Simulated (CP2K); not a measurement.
Sensitivity of a calculation on Cs2RbGaBr6 (Fm-3m, 10 atoms in the cell) to its settings

```yaml
crystal:
  lattice:
    - [8.10439, 0.00000, 0.00000]
    - [4.05219, 7.01861, 0.00000]
    - [4.05219, 2.33954, 6.61721]
  atoms:
    - { symbol: Cs, position: [0.75000, 0.75000, 0.75000] }
    - { symbol: Cs, position: [0.25000, 0.25000, 0.25000] }
    - { symbol: Rb, position: [0.50000, 0.50000, 0.50000] }
    - { symbol: Ga, position: [0.00000, 0.00000, 0.00000] }
    - { symbol: Br, position: [0.78003, 0.21997, 0.21997] }
    - { symbol: Br, position: [0.21997, 0.78003, 0.78003] }
    - { symbol: Br, position: [0.21997, 0.78003, 0.21997] }
    - { symbol: Br, position: [0.78003, 0.21997, 0.78003] }
    - { symbol: Br, position: [0.21997, 0.21997, 0.78003] }
    - { symbol: Br, position: [0.78003, 0.78003, 0.21997] }
```

Base run A: PBEsol, GPW, DZVP-MOLOPT-SR-GTH basis, GTH-PBE potentials (GTH_POTENTIALS) (CP2K 2026.2), self-consistent single point.

Its settings: CUTOFF = 600 Ry; REL_CUTOFF = 40 Ry; SMEAR/METHOD = FERMI_DIRAC; ELECTRONIC_TEMPERATURE = 232.09 K; KPOINTS/SCHEME = MONKHORST-PACK 3 3 3; XC_FUNCTIONAL = PBE:PBESOL; Cs/BASIS_SET = DZVP-MOLOPT-SR-GTH; Cs/POTENTIAL = GTH-PBE-q9; Rb/BASIS_SET = DZVP-MOLOPT-SR-GTH; Rb/POTENTIAL = GTH-PBE-q9; Ga/BASIS_SET = DZVP-MOLOPT-SR-GTH; Ga/POTENTIAL = GTH-PBE-q13; Br/BASIS_SET = DZVP-MOLOPT-SR-GTH; Br/POTENTIAL = GTH-PBE-q7; METHOD = GPW; EPS_DEFAULT = 1e-11; NGRIDS = 5; SCF_GUESS = ATOMIC; EPS_SCF = 1e-06; MAX_SCF = 100.

The starting cell comes from a database of computed structures (which also holds hypothetical and non-ambient phases and stackings), without a prior relaxation at this level. Its lattice was rescaled by a random factor within 2.5 % of one. Values carry the incompleteness of an atom-centred basis. The potentials were made for another functional than the one used.

ΔF is the free energy per atom less that of run A. A dash stands where there is no value to compare (another energy zero or no entropy term, no result, no spin, no clean gap, or a mesh too coarse for one). Absolute energies have different zeros for different potentials, functionals, Hubbard and dispersion terms and are not compared across them.

Run A gave: pressure (GPa) 0.26; largest force (eV/Å) 0.211; gap on the mesh (eV) 2.322.

Runs:
- B: FULL_GRID: default → T
- C: XC_FUNCTIONAL: PBE:PBESOL → PADE; Cs/POTENTIAL: GTH-PBE-q9 → GTH-PADE-q9; Rb/POTENTIAL: GTH-PBE-q9 → GTH-PADE-q9; Ga/POTENTIAL: GTH-PBE-q13 → GTH-PADE-q13; Br/POTENTIAL: GTH-PBE-q7 → GTH-PADE-q7 [LDA (Pade form)]
- D: XC_FUNCTIONAL: PBE:PBESOL → GGA_X_OPTB88_VDW + PW92; NON_LOCAL/TYPE: default → DRSLL; NON_LOCAL/CUTOFF: default → 100 Ry [optB88-vdW]
- E: ADDED_MOS: 14 → 1
- F: CUTOFF: 600 Ry → 360 Ry
- G: 1x1x1 supercell at the Gamma point; MAX_SCF: 100 → 30; ADDED_MOS: 14 → default; MIXING/METHOD: BROYDEN_MIXING → default; MIXING/ALPHA: 0.2 → default; MIXING/NBUFFER: 12 → default; MIXING/BETA: 1.5 1/bohr → default; and 5 further keys

What does run D change against A?

The pressure goes from 0.26 to 0.70 GPa, the largest force goes from 0.211 to 0.487 eV/Å and the gap on the mesh goes from 2.322 to 2.372 eV.

What does run C change against A?

The pressure goes from 0.26 to -1.11 GPa, the largest force goes from 0.211 to 0.108 eV/Å and the gap on the mesh goes from 2.322 to 2.203 eV.

```tsv
run	ΔF (meV/atom)	pressure (GPa)	largest force (eV/Å)	gap on the mesh (eV)
A	0.00	0.26	0.211	2.322
B	0.00	0.26	0.211	2.322
C	–	-1.11	0.108	2.203
D	–	0.70	0.487	2.372
E	0.00	0.26	0.211	2.322
F	-6.1	0.39	0.215	2.324
G	284.2	3.14	0.002	2.250
```
